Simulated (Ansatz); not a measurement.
The parent structure is Ti in the hcp (Mg type) structure (space group P6_3/mmc, No. 194; a = 2.936 Å, c = 4.640 Å; relaxed with 0.1 eV smearing). Axes: x lies along a and z along c of the hexagonal cell.

Calculations: r2SCAN/PAW in Ansatz (a quantum-chemistry and plane-wave program), without spin-orbit coupling.

Before the change:

```
Quantity   Result
--------  -------
Band gap     zero
Pressure  0.0 GPa
```

Perturbation: the cell is compressed by 2.50 % along z with no lateral relaxation, atoms relaxed at fixed cell.

### Question
How does this affect the band gap?

### Answer
The band gap stays zero.

### Question
What does the calculation give for the pressure after the change?

### Answer
The pressure (mean of the normal stresses, compression positive) goes from zero to 3.1 GPa.

### Question
What does the calculation give for the energy relative to the base after the change?

### Answer
The energy grows by 6.9 meV/atom.

The cells carry an imposed strain or load. Stability against distortions was not tested. The final runs are not spin-polarised.
